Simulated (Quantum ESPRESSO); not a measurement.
## Sensitivity of a calculation on Cl (Cmce, 4 atoms in the cell) to its settings

```yaml
crystal:
  lattice:
    - [2.24000, -3.12000, 0.00000]
    - [2.24000, 3.12000, 0.00000]
    - [0.00000, 0.00000, 8.26000]
  atoms:
    - { symbol: Cl, position: [0.87700, 0.87700, 0.89700] }
    - { symbol: Cl, position: [0.62300, 0.62300, 0.39700] }
    - { symbol: Cl, position: [0.37700, 0.37700, 0.60300] }
    - { symbol: Cl, position: [0.12300, 0.12300, 0.10300] }
```

Base run A: PBE, PseudoDojo standard norm-conserving (PBE) pseudopotentials (Quantum ESPRESSO 7.5), self-consistent single point.

Its settings: ecutwfc = 60 Ry; occupations = smearing; smearing = gaussian; degauss = 0.00147 Ry; potentials = {Cl: Cl.upf}; K_POINTS = automatic 7 7 4 0 0 0; conv_thr = 1e-08 Ry; mixing_beta = 0.3.

The starting cell has typed, rounded lattice constants, without a prior relaxation at this level.

ΔF is the free energy per atom less that of run A. A dash stands where there is no value to compare (another energy zero or no entropy term, no result, no spin, no clean gap, or a mesh too coarse for one). Total energies depend on the potentials, the functional and any Hubbard or dispersion term, so they are compared only between runs that share all of them.

Run A gave: pressure (GPa) 0.31; largest force (eV/Å) 0.152; gap on the mesh (eV) 2.372; k-points 48; valence electrons 28.

Runs:
- B: vdw_corr: default → grimme-d3; dftd3_version: default → 4; dftd3_threebody: default → false [PBE-D3(BJ)]
- C: ecutwfc: 60 Ry → 36 Ry
- D: degauss: 0.00147 Ry → 0.058799 Ry
- E: K_POINTS: automatic 7 7 4 0 0 0 → automatic 4 4 2 0 0 0
- F: 2 x 1 x 1 supercell, mesh divided and rounded up; K_POINTS: automatic 7 7 4 0 0 0 → automatic 4 7 4 0 0 0
- G: K_POINTS: automatic 7 7 4 0 0 0 → automatic 7 7 4 1 1 1
- H: conv_thr: 1e-08 Ry → 7.3e-08 Ry
- I: ecutwfc: 60 Ry → 50 Ry; pseudopotentials: {Cl: Cl.upf} → {Cl: Cl.pbe-nl-kjpaw_psl.1.0.0.UPF}; ecutrho: default → 300 Ry
- J: mixing_beta: 0.3 → 0.2; mixing_mode: default → TF

What does run D change against A?

The free energy falls by 2.8 meV/atom, the pressure goes from 0.31 to 0.47 GPa, the largest force goes from 0.152 to 0.083 eV/Å and the gap on the mesh moves little (2.372 to 2.379 eV).

What does run B change against A?

The pressure goes from 0.31 to -0.73 GPa, the largest force goes from 0.152 to 0.137 eV/Å and the gap on the mesh stays at 2.372 eV.

What does run I change against A?

The pressure hardly changes (0.31 to 0.28 GPa), the largest force goes from 0.152 to 0.103 eV/Å and the gap on the mesh goes from 2.372 to 2.427 eV.

| run | ΔF (meV/atom) | pressure (GPa) | largest force (eV/Å) | gap on the mesh (eV) | k-points | valence electrons |
|---|---|---|---|---|---|---|
| A | 0.00 | 0.31 | 0.152 | 2.372 | 48 | 28 |
| B | – | -0.73 | 0.137 | 2.372 | 48 | 28 |
| C | 65.2 | -1.41 | 0.126 | 2.372 | 48 | 28 |
| D | -2.8 | 0.47 | 0.083 | 2.379 | 48 | 28 |
| E | -0.07 | 0.30 | 0.154 | 2.372 | 14 | 28 |
| F | 0.00 | 0.31 | 0.152 | 2.372 | 58 | 56 |
| G | 0.00 | 0.31 | 0.152 | 2.404 | 32 | 28 |
| H | 0.00 | 0.31 | 0.152 | 2.372 | 48 | 28 |
| I | – | 0.28 | 0.103 | 2.427 | 48 | 28 |
| J | 0.00 | 0.31 | 0.152 | 2.372 | 48 | 28 |
